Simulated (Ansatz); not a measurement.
# LiF: response to strain

Take LiF in the rock salt structure (space group Fm-3m, No. 225) as the base.

```
CELL_PARAMETERS angstrom
      0.00000     2.00393     2.00393
      2.00393     0.00000     2.00393
      2.00393     2.00393     0.00000
ATOMIC_POSITIONS crystal
  Li 0.00000 0.00000 0.00000
  F  0.50000 0.50000 0.50000
```

Cartesian axes are those of the cell as printed.

Strains are applied to the cell and any free atomic positions relax.

The values are results of Kohn–Sham DFT with the PBEsol functional, run in Ansatz (a first-principles code) with PAW and 420 eV plane waves, spin-orbit coupling left out, not measurements.

Notes on the quantities. energy relative to the base: free energy F.

| uniaxial strain ε_zz (%) | energy relative to the base (meV/atom) |
|---|---|
| 0 | 0.0 |
| 0.5 | 0.1 |
| 1 | 0.3 |
| 1.5 | ? |
| 2 | 1.2 |
| 2.5 | 1.8 |
| 3 | 2.5 |

Task: Fit ΔE = Aε² + Bε³ (ε in %) to the rows shown and predict the withheld row.

Result: Least squares on the printed values gives A = 0.339 and B = -0.020 meV/atom (largest residual 0.0 meV/atom); this predicts 0.7 meV/atom, and the run gives 0.7 meV/atom, in agreement.

Stability against distortions was not tested.
